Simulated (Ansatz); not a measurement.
Pressure series in YRu3Si2

Start from YRu₃Si₂ (space group P6/mmm, No. 191; a cell from a computed database, its experimental status unchecked).

```
YRu3Si2
1.0
    5.49233     0.00000     0.00000
   -2.74616     4.75650     0.00000
    0.00000     0.00000     3.61023
Y Si Ru
1 2 3
Direct
  0.00000   0.00000   0.00000
  0.66667   0.33333   0.00000
  0.33333   0.66667   0.00000
  0.50000   0.50000   0.50000
  0.00000   0.50000   0.50000
  0.50000   0.00000   0.50000
```

Cell and atoms are relaxed at each pressure.

Level of theory: PBEsol (Ansatz, a program for electronic structure; PAW; 420 eV plane waves; no spin-orbit coupling).

```json
[
 {"pressure (GPa)": "-1", "volume per atom (Å³/atom)": "15.800"},
 {"pressure (GPa)": "0", "volume per atom (Å³/atom)": "15.719"},
 {"pressure (GPa)": "0.3", "volume per atom (Å³/atom)": "15.696"},
 {"pressure (GPa)": "0.7", "volume per atom (Å³/atom)": "15.664"},
 {"pressure (GPa)": "1.5", "volume per atom (Å³/atom)": "15.603"},
 {"pressure (GPa)": "3", "volume per atom (Å³/atom)": "?"},
 {"pressure (GPa)": "5", "volume per atom (Å³/atom)": "15.349"},
 {"pressure (GPa)": "7.5", "volume per atom (Å³/atom)": "15.180"},
 {"pressure (GPa)": "10", "volume per atom (Å³/atom)": "15.021"}
]
```

### Question
Fit the third-order Birch–Murnaghan form P(V) = (3B₀/2)[(V₀/V)^(7/3) − (V₀/V)^(5/3)]·[1 + (3/4)(B₀′ − 4)((V₀/V)^(2/3) − 1)] (squares taken in P) to the rows shown and predict the withheld row.

### Answer
Least squares on the printed values gives V₀ = 15.719 Å³/atom, B₀ = 199 GPa, B₀′ = 4.5; this predicts 15.491 Å³/atom, and the run gives 15.491 Å³/atom, in agreement.

Load acts through the strain it causes; cell and atoms are relaxed under it. Whether these cells are dynamically stable was not tested. Competing high-pressure phases were not computed. All final runs are without spin polarisation. An odd electron count without spin: YRu3Si2.
